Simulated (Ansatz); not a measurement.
This Ansatz (a quantum-chemistry and plane-wave program) input is the reference run, GaCuSe2 in the chalcopyrite structure (space group I-42d, No. 122), computed with r2SCAN/PAW in Ansatz, no spin-orbit coupling:

Ansatz 0.2 input:
```yaml
crystal:
  lattice:
    - [-2.8041388363, 2.8041388363, 5.5487510141]
    - [2.8041388363, -2.8041388363, 5.5487510141]
    - [2.8041388363, 2.8041388363, -5.5487510141]
  atoms:
    - { symbol: Cu, position: [0.75, 0.25, 0.5] }
    - { symbol: Cu, position: [0, 0, 0] }
    - { symbol: Ga, position: [0.25, 0.75, 0.5] }
    - { symbol: Ga, position: [0.5, 0.5, 0] }
    - { symbol: Se, position: [0.1213397786, 0.125, 0.4963397786] }
    - { symbol: Se, position: [0.6286602214, 0.625, 0.5036602214] }
    - { symbol: Se, position: [0.375, 0.8786602214, 0.0036602214] }
    - { symbol: Se, position: [0.875, 0.3713397786, 0.9963397786] }
basis: { ecutwfc: 500, ecutrho_ratio: 4, xc_grid: 4, fft_grid_basis: typed }
kpoints: { mp_grid: { grid: [8, 8, 8] } }
hamiltonian:
  xc: r2scan
  dispersion: none
  pseudopotentials: { kind: paw }
scf: { occupations: { method: fermi_dirac, width: 0.05 }, convergence: { dr2_threshold: 0.0000000008 } }
output: { forces: true, stress: true }
checkpoint: { write: state.ck, write_every: 1000 }
```

Problem. Write the input for this change: the cell is compressed by 0.81 % along y with no lateral relaxation, atoms relaxed at fixed cell.

Solution. 
Ansatz 0.2 input:
```yaml
crystal:
  lattice:
    - [-2.8041388363, 2.7814253117, 5.5487510141]
    - [2.8041388363, -2.7814253117, 5.5487510141]
    - [2.8041388363, 2.7814253117, -5.5487510141]
  atoms:
    - { symbol: Cu, position: [0.75, 0.25, 0.5] }
    - { symbol: Cu, position: [0, 0, 0] }
    - { symbol: Ga, position: [0.25, 0.75, 0.5] }
    - { symbol: Ga, position: [0.5, 0.5, 0] }
    - { symbol: Se, position: [0.1213397786, 0.125, 0.4963397786] }
    - { symbol: Se, position: [0.6286602214, 0.625, 0.5036602214] }
    - { symbol: Se, position: [0.375, 0.8786602214, 0.0036602214] }
    - { symbol: Se, position: [0.875, 0.3713397786, 0.9963397786] }
basis: { ecutwfc: 500, ecutrho_ratio: 4, xc_grid: 4, fft_grid_basis: typed }
kpoints: { mp_grid: { grid: [8, 8, 8] } }
hamiltonian:
  xc: r2scan
  dispersion: none
  pseudopotentials: { kind: paw }
scf: { occupations: { method: fermi_dirac, width: 0.05 }, convergence: { dr2_threshold: 0.0000000008 } }
relax: { f_tol: 0.005, max_steps: 50 }
output: { forces: true, stress: true }
checkpoint: { write: state.ck, write_every: 1000 }
```
This is the input that was run.

The cells carry an imposed strain or load. Whether these cells are dynamically stable was not tested. All final runs are without spin polarisation.
